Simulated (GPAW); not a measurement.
A self-consistent single point of GaCuGeSe4 (I-4, 7 atoms in the cell) with GPAW.

Level of theory: PBEsol, GPAW PAW datasets PBEsol (made by gpaw-setup) (plane waves; GPAW).

The change in words: lattice scaled by 0.98. Reference geometry:
```yaml
crystal:
  lattice:
    - [-2.75320, 2.75320, 5.40529]
    - [2.75320, -2.75320, 5.40529]
    - [2.75320, 2.75320, -5.40529]
  atoms:
    - { symbol: Ga, position: [0.50000, 0.50000, 0.00000] }
    - { symbol: Cu, position: [0.25000, 0.75000, 0.50000] }
    - { symbol: Ge, position: [0.75000, 0.25000, 0.50000] }
    - { symbol: Se, position: [0.11400, 0.11832, 0.47142] }
    - { symbol: Se, position: [0.88168, 0.35310, 0.99568] }
    - { symbol: Se, position: [0.64690, 0.64258, 0.52858] }
    - { symbol: Se, position: [0.35742, 0.88600, 0.00432] }
```

Reference input (self-consistent single point, DFT PBEsol, plane waves, GPAW PAW datasets PBEsol (made by gpaw-setup)): mode = pw; ecut = 800 eV; xc = PBEsol; kpts = 3 3 3; mesh shift (steps) = 0 0 0; occupations.name = fermi-dirac; occupations.width = 0 eV; nbands = -8; convergence.bands = -6; symmetry.symmorphic = false; symmetry.tolerance = 0.0005; maxiter = 150. This run's input differs from it in these lines:

```diff
@@ -5,12 +5,12 @@
 atoms = Atoms(['Ga', 'Cu', 'Ge', 'Se', 'Se', 'Se', 'Se'],
-              cell=[[-2.753200, 2.753200, 5.405290],
-                    [2.753200, -2.753200, 5.405290],
-                    [2.753200, 2.753200, -5.405290]],
-              positions=[[0.000000, 0.000000, 5.405290],
-                         [2.753200, 0.000000, 2.702645],
-                         [-0.000000, 2.753200, 2.702645],
-                         [1.309807, 1.286020, -1.292405],
-                         [1.286020, 4.196593, 1.292405],
-                         [1.443393, 1.467180, 4.112885],
-                         [1.467180, -1.443393, 6.697695]],
+              cell=[[-2.698136, 2.698136, 5.297184],
+                    [2.698136, -2.698136, 5.297184],
+                    [2.698136, 2.698136, -5.297184]],
+              positions=[[0.000000, 0.000000, 5.297184],
+                         [2.698136, 0.000000, 2.648592],
+                         [0.000000, 2.698136, 2.648592],
+                         [1.283611, 1.260299, -1.266557],
+                         [1.260299, 4.112661, 1.266557],
+                         [1.414525, 1.437837, 4.030627],
+                         [1.437837, -1.414525, 6.563741]],
               pbc=True)
```

Output (repeated stretches shortened):

```
     iter     time        total  log10-change:
                         energy   eigst   dens
iter:   1 --:--:--   -31.469554   +0.32
iter:   2 --:--:--   -31.001276   -1.41  -1.11
iter:   3 --:--:--   -30.554192   -1.09  -1.13
iter:   4 --:--:--   -30.858712   -1.13  -1.23
iter:   5 --:--:--   -30.507291   -2.05  -1.51
   [... 5 lines left out ...]
iter:  11 --:--:--   -30.421584   -2.22  -2.37
iter:  12 --:--:--   -30.409183   -1.94  -2.33
iter:  13 --:--:--   -30.387885   -3.49  -2.36
iter:  14 --:--:--   -30.374083   -2.38  -2.59
iter:  15 --:--:--   -30.372861c  -4.79  -2.77
iter:  16 --:--:--   -30.373638c  -3.43  -2.85
iter:  17 --:--:--   -30.372552c  -4.70  -3.05
iter:  18 --:--:--   -30.372235c  -4.26  -3.25
iter:  19 --:--:--   -30.372234c  -5.59  -3.42
iter:  20 --:--:--   -30.372230c  -6.85  -3.49
iter:  21 --:--:--   -30.372278c  -4.84  -3.52
iter:  22 --:--:--   -30.372221c  -5.47  -3.73
iter:  23 --:--:--   -30.372218c  -6.24  -3.97
iter:  24 --:--:--   -30.372219c  -7.20  -4.06c
iter:  25 --:--:--   -30.372220c  -6.06  -4.14c
iter:  26 --:--:--   -30.372218c  -7.29  -4.21c
iter:  27 --:--:--   -30.372219c  -6.26  -4.57c
iter:  28 --:--:--   -30.372217c  -6.51  -4.43c
iter:  29 --:--:--   -30.372217c  -8.93c -4.78c
Converged after 29 iterations.

Dipole moment: (-0.335468, 0.335468, 0.000000) |e|*Ang

Energy contributions relative to reference atoms: (reference = -419118.002242)

Kinetic:        +64.569667
Potential:      -59.670721
External:        +0.000000
XC:             -35.323171
Entropy (-ST):   +0.000000
Local:           +0.052009
SIC:             +0.000000
--------------------------
Free energy:    -30.372217
Extrapolated:   -30.372217

Showing only first 2 kpts
 Kpt  Band  Eigenvalues  Occupancy
  0    19      5.34567    2.00000
  0    20      5.34567    2.00000
  0    21      6.41341    0.00000
  0    22      7.35093    0.00000

  1    19      4.67618    2.00000
  1    20      5.15381    2.00000
  1    21      7.16737    0.00000
  1    22      7.78508    0.00000

Fermi level: 5.87954

Gap: 1.068 eV
Transition (v -> c):
   [... lines left out ...]
  1 Cu    0.00000    0.00000    0.00000
  2 Ge    0.00000    0.00000    0.00000
  3 Se   -0.54504   -0.20318    0.23375
  4 Se   -0.20318    0.54504   -0.23375
  5 Se    0.54504    0.20318    0.23375
  6 Se    0.20318   -0.54504   -0.23375

Stress tensor:
    -0.026871     0.000000    -0.000000
     0.000000    -0.026871     0.000000
    -0.000000     0.000000    -0.024722
Stress (GPa, Voigt): [-4.3053 -4.3053 -3.9609  0.     -0.      0.    ]
```

The run converged in 29 iterations. GPAW prints stress with tension positive. Against the reference run the free energy rises by 15.9 meV/atom, the pressure goes from -0.41 to 4.19 GPa, the largest force goes from 0.207 to 0.627 eV/Å and the gap on the mesh goes from 0.814 to 1.068 eV.

The starting cell comes from a database of computed structures (which also holds hypothetical and non-ambient phases and stackings), without a prior relaxation at this level. For this run, on top of that: lattice scaled by 0.98. With a pressure of about 4 GPa the cell is away from its equilibrium volume at this level.

Cost on one core of a shared machine: roughly 2 min.
